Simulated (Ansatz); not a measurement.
Consider the following.

```
LiSnBr3
1.0
    5.82069     0.00000     0.00000
    0.00000     5.82069     0.00000
    0.00000     0.00000     5.82069
Li Sn Br
1 1 3
Direct
  0.00000   0.00000   0.00000
  0.50000   0.50000   0.50000
  0.00000   0.50000   0.50000
  0.50000   0.50000   0.00000
  0.50000   0.00000   0.50000
```

No spin polarisation.

The values are results of plane-wave PAW DFT at the PBE level (Ansatz, a quantum-chemistry and plane-wave program, 420 eV), without spin-orbit coupling, earlier PAW set, not measurements. Γ-centred 6×6×6 mesh, Fermi–Dirac width 0.05 eV.

Estimate the band gap.

0.50 eV.

What electron mass (degenerate bands, along [100]) does the calculation give?

0.040, 0.86, 0.86 mₑ (at R).

What is the computed gap character?

Direct at R.

Estimate the space group.

Pm-3m (No. 221).

Masses are band curvatures over ±0.01 Å⁻¹ around the edge. Stability against distortions was not tested. The cell was made from CsSnBr3 by this change: Cs → Li; the result is a hypothetical phase, not in the database extracts checked. Many cubic perovskites are stable only at high temperature; tilts and polar distortions were not tested.
